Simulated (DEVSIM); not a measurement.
Structure: Al/Si3N4/p-Si capacitor, at 300 K.

Layer 1 from the left is Si3N4, thickness (nm) 5.60. Layer 2 from the left is Si, thickness (nm) 470, Na (cm⁻³) 1.5e18.

Metal gate on the left, work function 4.1 eV. Fixed charge at the semiconductor interface 3.2e11 cm⁻² (in units of +e); no interface traps.

This is a model device: material constants are rounded textbook-type values typed into the input, and sizes, dopings and lifetimes were drawn at random. Values at 300 K.

Si3N4: gap (eV) 5.1, affinity (eV) 2.1, permittivity 7.5. Si: gap (eV) 1.124, affinity (eV) 4.05, permittivity 11.7, Nc (cm⁻³) 2.86e19, Nv (cm⁻³) 3.1e19.

Question: Estimate by hand the flat-band voltage, the threshold voltage, and compare with a numerical solution.

Answer: 
- Flat-band voltage: C = 1.19 μF/cm², work-function difference -0.996 V; VFB = φms − qNf/C = -1.04 V; numerical -1.04 V.
- Threshold voltage: φF = 0.485 V, depletion charge √(4εqNφF) = 6.95e-7 C/cm²; VT = VFB + 2φF + Qd/C = 0.52 V; numerical 0.52 V.

Model (solved in DEVSIM): 1D Poisson equation in equilibrium, Boltzmann statistics, complete ionisation; no quantum confinement or tunnelling. Metal contacts follow the ideal Schottky-Mott rule: no Fermi-level pinning, no interface dipoles.
